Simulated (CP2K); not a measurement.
CP2K is run on K3BrCl2 (P1, 6 atoms in the cell), and the run fails. The aim is a self-consistent single point with DFT PBEsol, GPW, DZVP-MOLOPT-PBE-GTH basis, GTH-PBE potentials (POTENTIAL_UZH).

Input as run:

```
&GLOBAL
  PROJECT bulk
  RUN_TYPE ENERGY_FORCE
  PRINT_LEVEL MEDIUM
&END GLOBAL
&FORCE_EVAL
  METHOD Quickstep
  STRESS_TENSOR ANALYTICAL
  &DFT
    BASIS_SET_FILE_NAME BASIS_MOLOPT_UZH
    POTENTIAL_FILE_NAME POTENTIAL_UZH
    &QS
      METHOD GPW
      EPS_DEFAULT 1E-11
    &END QS
    &MGRID
      CUTOFF 500
      REL_CUTOFF 50
      NGRIDS 5
    &END MGRID
    &SCF
      SCF_GUESS ATOMIC
      EPS_SCF 1E-7
      MAX_SCF 5
      ADDED_MOS 9
      &DIAGONALIZATION
        ALGORITHM STANDARD
      &END DIAGONALIZATION
      &MIXING
        METHOD BROYDEN_MIXING
        ALPHA 0.2
        NBUFFER 8
        BETA 1
      &END MIXING
    &END SCF
    &KPOINTS
      SCHEME MACDONALD 5 5 2 0.1 0.1 0
    &END KPOINTS
    &XC
      &XC_FUNCTIONAL
        &PBE
          PARAMETRIZATION PBESOL
        &END PBE
      &END XC_FUNCTIONAL
    &END XC
    &PRINT
      &MO
        EIGENVALUES T
        OCCUPATION_NUMBERS T
        NDIGITS 8
        FILENAME mo
        &EACH
          QS_SCF 0
        &END EACH
        ADD_LAST NUMERIC
      &END MO
      &MULLIKEN ON
      &END MULLIKEN
    &END PRINT
  &END DFT
  &SUBSYS
    &CELL
      A 4.52162000 0.00000000 0.00000000
      B -2.26081000 3.91583800 0.00000000
      C 0.00000000 0.00000000 11.09133000
      PERIODIC XYZ
    &END CELL
    &COORD
      K        0.03224593    -0.03858275     5.56102649
      K        0.02310322     2.57479271     1.95812995
      K        2.18010587     1.25625957     9.06086240
      Br      -0.05113274     0.05744143     0.08895247
      Cl       0.05081170     2.68944844     7.30577034
      Cl       2.28648602     1.29231660     3.75358336
    &END COORD
    &KIND K
      BASIS_SET DZVP-MOLOPT-PBE-GTH-q9
      POTENTIAL GTH-PBE-q9
    &END KIND
    &KIND Br
      BASIS_SET DZVP-MOLOPT-PBE-GTH-q7
      POTENTIAL GTH-PBE-q7
    &END KIND
    &KIND Cl
      BASIS_SET DZVP-MOLOPT-PBE-GTH-q7
      POTENTIAL GTH-PBE-q7
    &END KIND
  &END SUBSYS
  &PRINT
    &FORCES ON
    &END FORCES
    &STRESS_TENSOR ON
    &END STRESS_TENSOR
  &END PRINT
&END FORCE_EVAL
```

Output, abridged:

```
 SCF WAVEFUNCTION OPTIMIZATION

  Step     Update method      Time    Convergence         Total energy    Change
     1 NoMix/Diag. 0.20E+00      -     0.57421860      -128.2384423063 -1.28E+02
     2 Broy./Diag. 0.20E+00      -     0.02344396      -127.1696613274  1.07E+00
     3 Broy./Diag. 0.20E+00      -     0.09090510      -127.7415692712 -5.72E-01
     4 Broy./Diag. 0.20E+00      -     0.00445426      -128.2641912661 -5.23E-01
     5 Broy./Diag. 0.20E+00      -     0.00700751      -128.2217780087  4.24E-02
  Leaving inner SCF loop after reaching     5 steps.

  Overlap energy of the core charge distribution:               0.00000000000000
  Self energy of the core charge distribution:               -276.23412142388560
  Core Hamiltonian energy:                                     63.90220605451729
   [... lines left out ...]
  Total energy:                                              -128.22177800867323
   [... lines left out ...]
 * [ABORT]                                                                     *
 *  \___/     SCF run NOT converged. To continue the calculation regardless,   *
 *    |             please set the keyword IGNORE_CONVERGENCE_FAILURE.         *
 *  O/|                                                                        *
 * /| |                                                                        *
 * / \                                                            qs_scf.F:702 *
 *******************************************************************************

 ===== Routine Calling Stack =====

            4 scf_env_do_scf
            3 qs_energies
            2 qs_forces
            1 CP2K
Abort(1) on node 0 (rank 0 in comm 0): application called MPI_Abort(MPI_COMM_WORLD, 1) - process 0
```

**Question.** Find the mistake and give the fix.

**Answer.** The fault is an iteration limit that is too low. The loop is cut before its threshold is met, so whatever is printed at the end is not self-consistent. To fix it, raise the limit, or leave it to the default. The run ended unconverged after 5 iterations.

The sound input it was made from differs as follows (other fixes are possible):
```diff
-      MAX_SCF 5
+      MAX_SCF 100
```

With that input, the run converged in 29 iterations: free energy E − TS -3489.3807 eV; top of the valence band (on the code's own zero) 0.29 eV; gap on the k-point mesh 4.72 eV; pressure -0.03 GPa; largest force (vector length) 0.328 eV/Å (DFT PBEsol, GPW, DZVP-MOLOPT-PBE-GTH basis, GTH-PBE potentials (POTENTIAL_UZH)).

On the sound input: the starting cell comes from a database of computed structures (which also holds hypothetical and non-ambient phases and stackings), without a prior relaxation at this level. Its atoms were displaced at random from the sites of space group no. 164. Values carry the incompleteness of an atom-centred basis. The potentials were made for another functional than the one used.
